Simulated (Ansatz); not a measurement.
Ansatz (a first-principles code) run on Cl (Cm, 4 atoms in the cell): self-consistent single point.

Method of the run: PBEsol, default PAW files made with PBE (plane waves; Ansatz).

```yaml
crystal:
  lattice:
    - [2.24672, -3.12936, 0.00000]
    - [2.24672, 3.12936, 0.00000]
    - [0.00000, 0.00000, 8.28478]
  atoms:
    - { symbol: Cl, position: [0.87700, 0.87700, 0.90304] }
    - { symbol: Cl, position: [0.62300, 0.62300, 0.39700] }
    - { symbol: Cl, position: [0.37700, 0.37700, 0.60300] }
    - { symbol: Cl, position: [0.12300, 0.12300, 0.10300] }
```

Reference input (self-consistent single point, DFT, PBEsol, plane waves, default PAW files made with PBE): basis.ecutwfc = 420 eV; kpoints.mp_grid.grid = 7 7 3; hamiltonian.xc = pbesol; hamiltonian.pseudopotentials = {kind: paw} (the program's default PAW files); scf.occupations.method = fermi_dirac; scf.occupations.width = 0.01 eV. This run's input differs from it in these lines:

Ansatz 0.2 input:
```diff
@@ -14,3 +14,3 @@
 kpoints:
-  mp_grid: { grid: [7, 7, 3] }
+  mp_grid: { grid: [8, 8, 4] }
 hamiltonian:
```

Log, with long lists cut:

```
SCF iter   1: F=—  HF=-4243.137916 eV  |F-HF|=—  |Δ(HF+E_count)|=         —  Δρ=3.40e-3  dr2=1.29e-2  ethr=1.77e-3  ⟨swp⟩=6.5  Hψ=7856  notcnv=0
all-band conjugate gradients solve this SCF's bands
preconditioner: auto → Resta (q_TF=auto, 2.151 Å⁻¹)
SCF iter   2: F=—  HF=-4243.136907 eV  |F-HF|=—  |Δ(HF+E_count)|=   1.01e-3  Δρ=1.69e-3  dr2=2.97e-3  ethr=4.60e-5  ⟨swp⟩=2.0  Hψ=3046  notcnv=0
SCF iter   3: F=—  HF=-4243.136920 eV  |F-HF|=—  |Δ(HF+E_count)|=   1.31e-5  Δρ=2.86e-4  dr2=1.00e-4  ethr=1.06e-5  ⟨swp⟩=2.8  Hψ=2712  notcnv=0
SCF iter   4: F=—  HF=-4243.136975 eV  |F-HF|=—  |Δ(HF+E_count)|=   5.46e-5  Δρ=1.02e-4  dr2=1.23e-5  ethr=3.57e-7  ⟨swp⟩=2.4  Hψ=2200  notcnv=0
SCF iter   5: F=—  HF=-4243.136989 eV  |F-HF|=—  |Δ(HF+E_count)|=   1.42e-5  Δρ=3.75e-5  dr2=2.81e-6  ethr=4.40e-8  ⟨swp⟩=2.0  Hψ=2194  notcnv=0
SCF iter   6: F=—  HF=-4243.136990 eV  |F-HF|=—  |Δ(HF+E_count)|=   1.03e-6  Δρ=1.22e-5  dr2=2.30e-7  ethr=1.00e-8  ⟨swp⟩=2.9  Hψ=2389  notcnv=0
SCF iter   7: F=-4243.136991 eV  HF=-4243.136991 eV  |F-HF|=4.11e-8  |Δ(HF+E_count)|=   2.45e-7  Δρ=3.35e-6  dr2=1.09e-8  ethr=3.57e-10  ⟨swp⟩=5.1  Hψ=6113  notcnv=0
SCF 1 converged in 7 iterations: F = -4243.136991 eV  dr2 = 1.09e-8
Free energy (F): -4243.136991 eV
Internal energy: -4243.136991 eV  (E = F + TS)
E sigma→0 (E₀):  -4243.136991 eV
Fermi energy:    1.575019 eV
--- Forces (eV/Å), atoms counted from 1 ---
  atom   1  Cl    -0.08778413     0.00000000    -0.29273428
  atom   2  Cl    -0.26391404     0.00000000     0.32044388
  atom   3  Cl     0.26483311     0.00000000    -0.31536354
  atom   4  Cl     0.08687210     0.00000000     0.28765500
--- Stress (GPa, compression-positive) ---
       -0.934422       0.000000       0.929360
        0.000000       0.196372       0.000000
        0.929360       0.000000      -1.398772
  P = ⅓ Tr σ = -0.7123 GPa (-7.123 kbar)
  The stress holds the Pulay correction. Without it, at fixed plane waves, as pw.x and ABINIT print it: P = -0.7145 GPa
```

The run converged in 7 iterations. Against the reference run the free energy stays essentially unchanged (within 1 meV/atom), the pressure stays at -0.71 GPa, the largest force stays at 0.415 eV/Å and the gap on the mesh goes from 2.395 to 2.378 eV.

The starting cell has typed, rounded lattice constants, without a prior relaxation at this level. Its lattice was rescaled by up to half a per cent. One atom was moved a little off its site on purpose. Ansatz's pressure includes its estimate of the finite-basis (Pulay) stress.
